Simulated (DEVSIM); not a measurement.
Device: abrupt GaP n-p junction, at 250 K.

Layer 1 from the left is GaP, thickness (μm) 73.0, Nd (cm⁻³) 1.9e18, τn (s) 2.5e-6, τp (s) 2.5e-6. Layer 2 from the left is GaP, thickness (μm) 3.30, Na (cm⁻³) 1.1e15, τn (s) 2.5e-6, τp (s) 2.5e-6.

Left contact: ohmic. Right contact: ohmic. Voltage is applied to the left contact. Recombination: SRH at mid-gap. Mobility is μmin + (μ − μmin)/(1 + (N/Nref)^α).

The device is made up for the run: typed textbook-type constants, with dimensions and the other settings drawn at random. Values at 300 K; Nc and Nv go as T^1.5, mobilities as T to minus their exponent, the gap by Varshni's rule with the affinity fixed.

GaP: gap (eV) 2.26, affinity (eV) 3.8, permittivity 11.1, Nc (cm⁻³) 1.8e19, Nv (cm⁻³) 1.9e19, μn (cm²/Vs) 250, μp (cm²/Vs) 150, μn,min 10, μp,min 10, Nref,n 4.4e18, Nref,p 1e18, αn 0.8, αp 0.85, T exponent of μn 1.6, T exponent of μp 1.98, Varshni α (eV/K) 0.00058, Varshni β (K) 372.

Problem. Estimate by hand the built-in potential, the peak field at zero bias, the capacitance at 1.5 V, and compare with a numerical solution.

Solution. 
- Built-in potential: ni = √(Nc Nv) exp(−Eg/2kT) = 0.000149 cm⁻³ with Eg = 2.279 eV; Vbi = kT/q ln(Na Nd/ni²) = 2.033 V; numerical 2.033 V.
- Peak field at zero bias: depletion approximation: W = √(2εVbi/(qN)) = 1.51 μm with N = 1.10e15 cm⁻³; field = 2Vbi/W = 27000 V/cm; numerical 73400 V/cm (estimate below by 63 %).
- Capacitance at 1.5 V: C = √(qεN / 2(Vbi + |V|)) = 4.95 nF/cm²; numerical 5.01 nF/cm² (estimate below by 1.2 %).

Simulated with DEVSIM: 1D drift-diffusion, Boltzmann statistics, complete ionisation; no tunnelling, impact ionisation, image-force lowering or self-heating.
